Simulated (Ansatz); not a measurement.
Formation energies of neutral defects against the elements (graphite for carbon, diatomic gases, S8), in silicon (eV), each at one geometry relaxed with PBE and evaluated in Ansatz (a quantum-chemistry and plane-wave program) with PBE, r2SCAN. Details: 64-site cell; 2×2×2 shifted k-points; charged states image-corrected; no spin–orbit coupling; no Hubbard U; energies good to tenths of an eV; flagged in the runs: for some of the defects a strain field that reaches the edge of the cell.

```tsv
defect	x: PBE (eV)	y: r2SCAN (eV)
O on the Si site	-0.40	-0.30
S on the Si site	1.18	1.35
Fe on the Si site	1.94	2.62
Ti on the Si site	2.18	2.03
Sc on the Si site	2.19	2.13
Zr on the Si site	2.39	2.22
Ta on the Si site	3.47	3.41
W on the Si site	3.65	3.58
Bi on the Si site	1.78	?
```

### Question
Fit a straight line to the 8 complete rows and predict the last.

### Answer
Means: x = 2.075, y = 2.130; Sxx = 11.495, Sxy = 10.733. Slope 10.733 / 11.495 = 0.93, intercept 2.130 − 0.93 × 2.075 = 0.20 eV; the rows scatter by 0.29 eV about the line, and R² = 0.95. Prediction: 0.20 + 0.93 × 1.78 = 1.86 eV. The calculation gave 1.78 eV, 0.08 eV below the line, within its scatter.
